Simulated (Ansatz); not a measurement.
A working Ansatz (a first-principles code) input for CrO2 (Pca2_1, 12 atoms in the cell) (DFT, LDA (PW92)+U, plane waves, default PAW files made with PBE):

Ansatz 0.2 input:
```yaml
crystal:
  lattice:
    - [4.791474, 0.000000, 0.000000]
    - [0.000000, 4.616576, 0.000000]
    - [0.000000, 0.000000, 4.624774]
  atoms:
    - { symbol: Cr, position: [0.030000, 0.267000, 0.250000], spin: 3.0 }
    - { symbol: Cr, position: [0.970000, 0.733000, 0.750000], spin: 3.0 }
    - { symbol: Cr, position: [0.530000, 0.733000, 0.250000], spin: 3.0 }
    - { symbol: Cr, position: [0.470000, 0.267000, 0.750000], spin: 3.0 }
    - { symbol: O, position: [0.361000, 0.068000, 0.106000] }
    - { symbol: O, position: [0.639000, 0.932000, 0.606000] }
    - { symbol: O, position: [0.861000, 0.932000, 0.106000] }
    - { symbol: O, position: [0.139000, 0.068000, 0.606000] }
    - { symbol: O, position: [0.229000, 0.537000, 0.000000] }
    - { symbol: O, position: [0.771000, 0.463000, 0.500000] }
    - { symbol: O, position: [0.729000, 0.463000, 0.000000] }
    - { symbol: O, position: [0.271000, 0.537000, 0.500000] }
kpoints:
  mp_grid: { grid: [3, 4, 4] }
hamiltonian:
  xc: lda
  pseudopotentials: { kind: paw }
  hubbard: { sites: [{ species: Cr, l: d, u_eff: 3.7 }] }
magnetization:
  spin_polarized: true
scf:
  occupations: { method: methfessel_paxton, width: 0.2 eV }
output:
  forces: true
  eigenvalues: true
  stress: true
```

The run converged in 36 iterations: free energy E − TS (on the zero of these files) -17722.1778 eV; Fermi level (on the code's own zero) 12.42 eV; pressure -3.19 GPa; largest force (vector length) 0.939 eV/Å; size of the cell's spin moment 8.00 μB; Hubbard energy 11.691 eV. Each of these slips is then made, one at a time:

(1)
```diff
-  hubbard: { sites: [{ species: Cr, l: d, u_eff: 3.7 }] }
+  hubbard: { sites: [{ species: Cr, l: d, u_eff: 50.3 }] }
```

(2)
```diff
-  atoms:
+ atoms:
```

### Question
Predict the outcome of each change.

### Answer

(1) An energy in the wrong unit. The run converged in 21 iterations without an error; against the sound input the pressure goes from -3.19 to 137.0 GPa, the largest force goes from 0.939 to 2.137 eV/Å and the size of the net moment stays at 0.67 μB/atom.

(2) Broken indentation. The program stopped before any SCF iteration.
```
Error: YAML parse error: error: line 2 column 3: crystal: missing field `atoms` (a structure is typed as `lattice` and `atoms`, a molecule's as `atoms` in Å alone, or read from a run's directory, `checkpoint`)
 --> <input>:2:3
  |
1 | crystal:
2 |   lattice:
  |   ^ crystal: missing field `atoms` (a structure is typed as `lattice` and `atoms`, a mo [...]
```

The starting cell was generated: these elements placed on a structure prototype, without a prior relaxation; it need not be a known phase or ordering of this composition. Its lattice was rescaled by a random factor within 2.5 % of one. The magnetic order is the one reached from the typed start; others were not searched systematically. With U or open f shells several self-consistent states can exist. In the base run, with a pressure of about -3 GPa the cell is away from its equilibrium volume at this level. Ansatz's pressure includes its estimate of the finite-basis (Pulay) stress. Without a gap this mesh is coarse (it stands for a supercell whose shortest vector is 14 Å).

Left out of this page: 1 run of the series stopped by limits of time or memory; 4 runs of the series with a known weakness of the program.
